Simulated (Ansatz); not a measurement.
**Hypothetical rock salt GaAs: response to strain**

Start from GaAs in the rock salt structure (space group Fm-3m, No. 225; a = 5.3937 Å; a hypothetical phase, not in the database extracts checked; relaxed with 0.1 eV smearing). Axes: x, y, z lie along the cube axes.

Strains are applied to the cell and any free atomic positions relax; under biaxial strain the out-of-plane vector relaxes too.

Level of theory: PBE, PAW, 420 eV (Ansatz, an electronic-structure program; no spin-orbit coupling), earlier PAW set.

Notes on the quantities. energy relative to the base: free energy F; pressure: mean of the normal stresses, compression positive.

```csv
variant,volume per atom,energy relative to the base,pressure
base,19.61 Å³,0 meV/atom,0.0 GPa
"biaxial strain +1.69 %, plane normal [001], relaxed out of plane",20.11 Å³,+5.1 meV/atom,-1.6 GPa
"biaxial strain +3.15 %, plane normal [001], relaxed out of plane",20.56 Å³,+17 meV/atom,-2.7 GPa
uniaxial strain ε_xx = +0.74 %,19.76 Å³,+0.4 meV/atom,-0.5 GPa
uniaxial strain ε_xx = +1.01 %,19.81 Å³,+0.8 meV/atom,-0.7 GPa
uniaxial strain ε_yy = +4.19 %,20.44 Å³,+12 meV/atom,-2.4 GPa
```

Whether these cells are dynamically stable was not tested. All final runs are without spin polarisation.
